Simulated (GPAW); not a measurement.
Band structure of MoTe2 (P6_3/mmc, 6 atoms in the cell).

```xyz
6
Lattice="1.7582 -3.0454 0.0000 1.7582 3.0454 0.0000 0.0000 0.0000 13.9460" Properties=species:S:1:pos:R:3 pbc="T T T"
Te     1.7582     1.0151    12.2586
Te     1.7582    -1.0151     5.2855
Te     1.7582    -1.0151     1.6875
Te     1.7582     1.0151     8.6605
Mo     1.7582     1.0151     3.4865
Mo     1.7582    -1.0151    10.4595
```

Method: PBE, GPAW PAW datasets PBE (gpaw-data 1.0.1) (plane waves; GPAW).

Settings: mode = pw; ecut = 550 eV; xc = PBE; kpts = 6 6 2; mesh shift (steps) = 0 0 0; occupations.name = fermi-dirac; occupations.width = 0.05 eV; nbands = -8; convergence.forces = 0.001 eV/Å; convergence.bands = -6; symmetry.symmorphic = false; symmetry.tolerance = 0.0005; maxiter = 150; bandpath_npoints = 40.

The starting cell has typed, rounded lattice constants, without a prior relaxation at this level. Its lattice was rescaled by a random factor within 2.5 % of one. Spin-orbit coupling is off.

Question: Predict the gap along the standard path and the places of the band edges.

Answer: The gap along the path is 0.70 eV, from Γ to a point between K and Γ; the smallest direct gap on it is 1.03 eV.

Levels in eV from the top of the valence band on the SCF mesh, bands 23 to 30:
```json
[
 {"point": "Γ", "23": "-1.03", "24": "-1.03", "25": "-0.32", "26": "0.00", "27": "2.89", "28": "2.89", "29": "3.03", "30": "3.03"},
 {"point": "M", "23": "-1.03", "24": "-0.97", "25": "-0.63", "26": "-0.34", "27": "1.24", "28": "1.30", "29": "1.43", "30": "1.76"},
 {"point": "K", "23": "-1.82", "24": "-1.82", "25": "-0.32", "26": "-0.09", "27": "0.94", "28": "0.94", "29": "1.15", "30": "2.17"},
 {"point": "A", "23": "-1.05", "24": "-1.05", "25": "-0.08", "26": "-0.08", "27": "2.93", "28": "2.93", "29": "2.93", "30": "2.93"},
 {"point": "L", "23": "-0.98", "24": "-0.98", "25": "-0.49", "26": "-0.49", "27": "1.26", "28": "1.26", "29": "1.61", "30": "1.61"},
 {"point": "H", "23": "-1.98", "24": "-1.98", "25": "-0.23", "26": "-0.23", "27": "0.95", "28": "0.95", "29": "1.62", "30": "1.62"}
]
```
